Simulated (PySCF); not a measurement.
PySCF 2.14.0, TPSSH/def2-svp, df: Ti(OH)3(H) ([OH][TiH]([OH])[OH]), 8 atoms. The geometry is a generated start, not checked to be a minimum at this level.

* **task**: energy
* **method**: tpssh
* **basis**: def2-svp
* **two-electron scheme**: density fitting
* **mol.max_memory**: 3000 MB
* **mf.max_cycle**: 100
* **mf.init_guess**: minao (default)
* **mf.conv_tol**: 1e-09 (default)
* **mf.grids.level**: 3 (default)
* **basis functions**: 93
* **grid points**: 102384

```xyz
8

Ti    -0.2243    -0.2387    -0.1645
O      1.3445    -0.3645    -0.8544
H      2.2848    -0.2380    -1.0058
O     -0.3025    -0.7995     1.4536
H     -0.4098    -0.9001     2.4022
O     -0.7798     1.3831    -0.3064
H     -0.7115     2.3213    -0.4963
H     -1.2014    -1.1635    -1.0284
```

Charge 0 and multiplicity 1 are set for this test and not shown to be the ground state.

With the defaults (mf.DIIS = CDIIS, mf.diis = true, mf.diis_space = 8, newton = off, mf.damp = 0, mf.diis_start_cycle = 1, mf.level_shift = 0) it converges in 14 Fock builds. One run each on 2 threads, 1 BLAS thread, with these changes:
- mf.diis_space = 20
- mf.level_shift = 0.3 Hartree
- mf.DIIS = EDIIS
- mf.diis_space = 5
- mf.DIIS = ADIIS
- mf.diis = false
- mf.diis = false, mf.damp = 0.7, mf.diis_start_cycle = 999
- newton = Hessian by the SCF's own integrals
- mf.diis_space = 3

Q: Which runs fail or end elsewhere than the default run?

A: No convergence: mf.DIIS = EDIIS; mf.diis = false (the run ends without SCF convergence in 100 cycles). The rest reach the solution of the defaults.

```json
[
 {"setting": "the defaults", "Fock builds": "14", "end": "same solution"},
 {"setting": "mf.diis_space = 20", "Fock builds": "14", "end": "same solution"},
 {"setting": "mf.diis_space = 5", "Fock builds": "15", "end": "same solution"},
 {"setting": "mf.level_shift = 0.3 Hartree", "Fock builds": "19", "end": "same solution"},
 {"setting": "mf.DIIS = ADIIS", "Fock builds": "24", "end": "same solution"},
 {"setting": "mf.diis = false, mf.damp = 0.7, mf.diis_start_cycle = 999", "Fock builds": "26", "end": "same solution"},
 {"setting": "mf.diis_space = 3", "Fock builds": "41", "end": "same solution"},
 {"setting": "newton = Hessian by the SCF's own integrals", "Fock builds": "44", "end": "same solution"},
 {"setting": "mf.DIIS = EDIIS", "Fock builds": "101", "end": "no convergence"},
 {"setting": "mf.diis = false", "Fock builds": "101", "end": "no convergence"}
]
```

Under newton the count holds the products with the orbital Hessian.
